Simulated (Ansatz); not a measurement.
Take MgTe in the wurtzite structure (space group P6_3mc, No. 186; a = 4.608 Å, c = 7.501 Å) as the base.

The change: cell and atoms relaxed at a pressure of 10 GPa.

Levels (all Ansatz, a quantum-chemistry and plane-wave program, PAW): PBE (420 eV, no spin-orbit coupling); HSE06 (420 eV, no SOC); PBE+SOC (420 eV, with spin-orbit coupling).

One geometry, relaxed with PBE, under each level:

The valence-band top lists the three highest levels at Γ (Kramers pairs under SOC), from the VBM.

```tsv
level	band gap	lowest conduction level above the VBM at special points	valence-band top at Γ	pressure
PBE	3.07 eV	M 3.07 eV; K 3.21 eV; L 3.28 eV; Γ 3.31 eV	0.00, -0.03, -0.03 eV	10.01 GPa
HSE06	3.83 eV	M 3.83 eV; K 3.94 eV; L 4.06 eV; Γ 4.20 eV	–	–
PBE+SOC	2.79 eV	M 2.79 eV; K 2.93 eV; L 3.00 eV; Γ 3.04 eV	0.00, -0.02, -0.65 eV	10.00 GPa
```

Single points use the geometry relaxed with PBE. HSE06 gaps are upper bounds (no full band path). Differences between runs with and without spin-orbit coupling are approximate. Spin-orbit coupling, missing from the scalar runs, can matter with Te. Load acts through the strain it causes; cell and atoms are relaxed under it. No phonon test of stability was made. Tetrahedral semiconductors of this kind turn to denser phases somewhere between about 1 and 50 GPa; those were not computed, so compressed cells here can lie past the real transition.
